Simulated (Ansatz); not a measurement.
Take Pd in the fcc (Cu type) structure (space group Fm-3m, No. 225; a = 3.9104 Å; relaxed with 0.1 eV smearing) as the base.

Structures relaxed with r2SCAN/PAW in Ansatz (a quantum-chemistry and plane-wave program), spin-orbit coupling left out.

Base:

Simulated powder pattern, Cu Kα, λ = 1.54184 Å (kinematic, ideal powder, no thermal factors, no anomalous dispersion; the 14 strongest lines at most, above 2 %, up to 2θ = 90°):

```csv
2θ (°),I/Imax (%),hkl
39.93,100,(111)
46.44,48,(200)
67.78,29,(220)
81.67,34,(311)
86.15,10,(222)
```

After one change:

Simulated powder pattern, Cu Kα, λ = 1.54184 Å (kinematic, ideal powder, no thermal factors, no anomalous dispersion; the 14 strongest lines at most, above 2 %, up to 2θ = 90°):

```json
[
 {"2θ (°)": "40.78", "I/Imax (%)": "100"},
 {"2θ (°)": "47.45", "I/Imax (%)": "47"},
 {"2θ (°)": "69.36", "I/Imax (%)": "29"},
 {"2θ (°)": "83.70", "I/Imax (%)": "34"},
 {"2θ (°)": "88.35", "I/Imax (%)": "10"}
]
```

**Question.** Name the change that was made.
A) isotropic strain −2.50 %
B) isotropic strain −0.50 %
C) isotropic strain −2.00 %
D) isotropic strain −3.00 %

**Answer.** C, isotropic strain −2.00 %. Its volume per atom is 14.07 Å³ against 14.95 Å³, and its space group is Fm-3m (No. 225).

No phonon test of stability was made. All final runs are without spin polarisation. Pd has a high density of states at the Fermi level and may be magnetic at this level.
